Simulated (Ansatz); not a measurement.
System: white tin (β-Sn). Method: PBE-D3(BJ) in Ansatz (plane waves, PAW).

Settings: plane-wave cutoff 520 eV, 20×20×20 k mesh, Fermi–Dirac smearing 0.05 eV, scalar-relativistic PAW data made under PBE.

Shape and atoms are relaxed at each volume.

Pressure at four volumes; x = ln(V/27.208 Å³). One pressure is withheld.

| V (Å³/atom) | x | P (GPa) |
|---|---|---|
| 26.120 | -0.0408 | ? |
| 26.664 | -0.0202 | 1.14 |
| 27.208 | 0.0000 | 0.00 |
| 28.297 | 0.0392 | -1.92 |

Pass a parabola P(x) through the three rows shown, estimate the bulk modulus and its pressure derivative near zero pressure, and predict the withheld pressure.

Slopes between the rows: (0.00 − (1.14))/(0.0000 − (-0.0202)) = -56.44 and (-1.92 − (0.00))/(0.0392 − (0.0000)) = -48.98 GPa. Their difference over the span 0.0594 is c = 7.46/0.0594 = 125.6 GPa, so P(x) = 1.14 + (-56.44)(x − (-0.0202)) + 125.6 (x − (-0.0202))(x − (0.0000)). At the middle row B = −dP/dx = −[-56.44 + 125.6 × 0.0202] = 53.9 GPa, and B′ = dB/dP = 2c/B = 4.7. At x = -0.0408 the parabola gives 2.41 GPa; the run gives 2.43 GPa. The Birch–Murnaghan fit to the energies at all volumes has B0 = 53.9 GPa and B′ = 4.8.

Measured, for comparison: bulk modulus 57.0 GPa (temperature not stated, no zero-point or thermal correction; as tabulated in Chen et al. (2023), arXiv:2209.05059). Computed less measured: bulk modulus -5 %.

Spin–orbit coupling is not included.

Ansatz is an electronic-structure program.
